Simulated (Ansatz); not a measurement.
**How far PBE and r2SCAN part for BaTiO3, pressure −2 GPa**

Take BaTiO3 (space group P4mm, No. 99; a = 3.9851 Å, c = 4.2043 Å) as the base.

(Cell as relaxed with PBE.)

Levels (all Ansatz, a quantum-chemistry and plane-wave program, PAW, earlier PAW set): PBE (420 eV, no spin-orbit coupling); r2SCAN (500 eV, no spin-orbit coupling).

Each level relaxes its own structure.

| base | PBE | r2SCAN |
|---|---|---|
| volume per atom | 13.35 Å³ | 12.98 Å³ |
| lattice parameter a | 3.985 Å | 3.973 Å |
| band gap | 1.85 eV | 2.23 eV |

It is then changed as follows: a negative pressure, −2 GPa.

```tsv
quantity	PBE	r2SCAN
volume per atom	13.74 Å³	?
c/a ratio	1.086	?
```

Problem. What does r2SCAN give?

Solution. 
- volume per atom, r2SCAN: 13.23 Å³
- c/a ratio, r2SCAN: 1.050

PBE's volume per atom lies 0.505 Å³ above r2SCAN's (3.8 %); PBE's c/a ratio lies 0.036 above r2SCAN's. Neither level is exact; r2SCAN is the comparison here, not a measurement.

Load acts through the strain it causes; cell and atoms are relaxed under it. Stability against distortions was not tested. The final runs are not spin-polarised.
